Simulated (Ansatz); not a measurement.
The starting structures come from a database of crystals and need not be the phases stable at ambient conditions.

The decay constant κ of evanescent states in the gap governs leakage through a thin film.

```
CuCl
1.0
    6.60015     0.00000     0.00000
   -3.30008     9.35899     0.00000
    2.20005     2.99037     0.62180
Cu Cl
1 1
Direct
  0.98869   0.00000   0.03393
  0.24430   0.00000   0.26710
```

Space group of this cell: R3m. The cell is taken as given; by PBEsol its mean pressure is -2.1 GPa.

Transport runs along the normal of the first two printed cell vectors, the (111) plane of the conventional cell.

No gap correction and no spin-orbit coupling; mid-gap values are interpolated between computed energies.

**Question.** Give the band gap and the smallest decay constant κ at mid-gap that PBEsol run with Ansatz (an electronic-structure program) yields.

**Answer.** Gap 0.47 eV on a 46×46×46 mesh; κ = 0.081 1/Å, at the zone centre.
